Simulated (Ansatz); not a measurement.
Functionals compared on NH3 on the 1x1 (10-10) surface of wurtzite ZnO (cut with top plane O + Zn), one in a 2x1 cell, started at the site 'top Zn', in Ansatz (plane waves, PAW). The structure was relaxed with PBE; the other rows are single points on it, each with its references at the same level. Cutoff 420 eV (500 eV for r2SCAN). HSE06 used the coarser mesh 3x3x1.

Host crystal: wurtzite ZnO, with a band gap (PBE, scalar-relativistic without spin-orbit coupling).

Model: 36-atom slab, 9.4 Å thick at the start under the adsorbate (thin: gaps and levels are the slab's own), 3x4x1 mesh, Fermi-Dirac 0.01 eV, dipole correction, 16 atoms held, the rest relaxed; no symmetry held; no spin, no spin-orbit, no U, no dispersion correction. At the end it is bonded to Zn. In PBE it is, or lies within 0.03 eV of, the lowest of the starts that converged. These notes are the PBE run's. Adsorption energies are against NH3(g). A negative adsorption energy means that the adsorbate is more stable on the surface than in its reference.

```tsv
functional	adsorption energy (eV)	rough cost of the single point
PBE	-1.03	–
RPBE	-0.79	very roughly 100 core-seconds
r2SCAN	…	about 2.6 core-minutes (a rough figure)
HSE06	-1.05	very roughly 40 core-minutes
```

**Question.** Complete the blanks.

**Answer.** 
- r2SCAN, adsorption energy (eV): -1.17

Ansatz is a program for electronic structure.
